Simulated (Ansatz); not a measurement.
The reference is TiB2 (space group P6/mmm, No. 191; a = 3.032 Å, c = 3.224 Å; relaxed with 0.1 eV smearing).

Level of theory: PBE/PAW in Ansatz (a quantum-chemistry and plane-wave program), scalar-relativistic without spin-orbit coupling.

Base values:

The band gap comes out as zero and the pressure is 0.0 GPa.

Modification: an isotropic linear strain of −0.50 %, atoms relaxed at fixed cell.

**Question.** What happens to the energy relative to the base, band gap and pressure?

**Answer.** The energy increases by 1.6 meV/atom; the band gap remains zero; the pressure (mean of the normal stresses, compression positive) goes from zero to 4.0 GPa.

Whether these cells are dynamically stable was not tested. The final runs are not spin-polarised.
